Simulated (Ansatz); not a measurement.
## Effective masses and thermopower of GaS under load (space group P6_3/mmc)

Consider the following.

```
CELL_PARAMETERS angstrom
      3.39318     0.00000     0.00000
     -1.69659     2.93858     0.00000
      0.00000     0.00000    14.08582
ATOMIC_POSITIONS crystal
  Ga 0.33333 0.66667 0.33316
  Ga 0.66667 0.33333 0.66684
  Ga 0.66667 0.33333 0.83316
  Ga 0.33333 0.66667 0.16684
  S  0.33333 0.66667 0.91279
  S  0.66667 0.33333 0.08721
  S  0.66667 0.33333 0.41279
  S  0.33333 0.66667 0.58721
```

Computed with PBEsol+D3BJ, rigid bands (plane waves, PAW, scalar-relativistic; Ansatz, a program for electronic structure). Condition of this run: hydrostatic pressure 10 GPa (the target of the relaxation). How the cell was made: cell and atoms relaxed with PBEsol+d3bj, then loaded as said.

- band gap: 0.46 eV
- electron conductivity mass (300 K, dilute): 0.37 (x), 0.37 (y), 0.38 (z) mₑ
- hole conductivity mass (300 K, dilute): 1.93 (x), 1.93 (y), 0.151 (z) mₑ
- effective density of states N_c (300 K): 1.1e19 cm⁻³
- effective density of states N_v (300 K): 2.5e19 cm⁻³
- density-of-states mass, electrons: 0.59 mₑ
- density-of-states mass, holes: 1.00 mₑ
- Seebeck coefficient, n-type 1e19 cm⁻³, 300 K: -232 μV/K
- Seebeck coefficient, p-type 1e19 cm⁻³, 300 K: 290 μV/K
- best p-type power factor at 300 K for τ = 10 fs (best axis; densities from 1e16 to 1e21 cm⁻³ tried, whether or not they can be reached): 17.1 μW/(cm·K²) at 3e19 cm⁻³

Rigid bands; masses and Seebeck coefficients take one relaxation time τ for all states and one kind of carrier; polarons and phonon drag are left out. Spin-orbit coupling is left out; where it splits the top of the valence band, N_v and the p-type Seebeck coefficient come out somewhat high without it. Geometry: cell and atoms relaxed with PBEsol+D3(BJ).

Formula and space group known from diffraction (Crystallography Open Database), not checked to be the room-temperature form: GaS under load (space group P6_3/mmc). PBEsol with a dispersion correction tends to overbind, so the cell can be several per cent short, in bad cases over ten, which usually narrows a gap: GaS under load (space group P6_3/mmc).
